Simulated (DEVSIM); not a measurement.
System: Si p+/n-/n+ power diode, at 400 K.

| layer (left to right) | material | thickness (μm) | Nd (cm⁻³) | Na (cm⁻³) | τn (s) | τp (s) |
|---|---|---|---|---|---|---|
| 1 | Si | 4.00 | - | 8.7e18 | 3.7e-7 | 3.7e-7 |
| 2 | Si | 13.0 | 8.6e15 | - | 3.7e-7 | 3.7e-7 |
| 3 | Si | 4.00 | 1.5e18 | - | 3.7e-7 | 3.7e-7 |

Left contact: ohmic. Right contact: ohmic. Voltage is applied to the left contact. Recombination: SRH at mid-gap, Auger. Gap narrowing is on: ΔEg = 6.92 meV × (l + √(l² + 0.5)), l = ln(N/1.3e17 cm⁻³), shared equally by both band edges. Mobility is constant in doping.

Constants are typed, rounded textbook-type inputs, not results; the design itself was drawn at random and stands for no fabricated device. Values at 300 K; Nc and Nv go as T^1.5, mobilities as T to minus their exponent, the gap by Varshni's rule with the affinity fixed.

```csv
parameter,Si
gap (eV),1.124
affinity (eV),4.05
permittivity,11.7
Nc (cm⁻³),2.86e19
Nv (cm⁻³),3.1e19
μn (cm²/Vs),1417
μp (cm²/Vs),470
T exponent of μn,2.3
T exponent of μp,2.2
Cn (cm⁶/s),2.8e-31
Cp (cm⁶/s),9.9e-32
Varshni α (eV/K),0.000473
Varshni β (K),636
```

Model (solved in DEVSIM): 1D drift-diffusion, Boltzmann statistics, complete ionisation; no tunnelling, impact ionisation, image-force lowering or self-heating.

The thickness of layer 2 was swept, all else fixed.

```csv
thickness of layer 2 (μm),dark forward voltage at 100 A/cm² (V),dark forward voltage at 1 A/cm² (V)
2.6,0.666,0.493
4.5,0.667,0.484
7.8,0.668,0.472
13,0.670,0.459
22,0.675,0.448
39,0.692,0.444
65,0.743,0.445
```

From the first row to the last the dark forward voltage at 100 A/cm² goes from 0.666 to 0.743. From the first row to the last the dark forward voltage at 1 A/cm² goes from 0.493 to 0.445.
